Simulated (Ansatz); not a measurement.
**Ca, response to strain**

Take Ca in the fcc (Cu type) structure (space group Fm-3m, No. 225; a = 5.5265 Å; relaxed with 0.1 eV smearing) as the base.

Strains are applied to the cell and any free atomic positions relax.

Computed with DFT with PBE, PAW potentials and a 420 eV plane-wave cutoff in Ansatz (a first-principles code), no spin-orbit coupling.

Candidates:
(a) isotropic strain −2.00 %
(b) isotropic strain +2.50 %
(c) isotropic strain +3.00 %

Notes on the quantities. energy relative to the base: free energy F.

Q: Order them by energy relative to the base, highest first.

A: (c) isotropic strain +3.00 % (+17 meV/atom), (b) isotropic strain +2.50 % (+12 meV/atom), (a) isotropic strain −2.00 % (+8.8 meV/atom)

Stability against distortions was not tested.
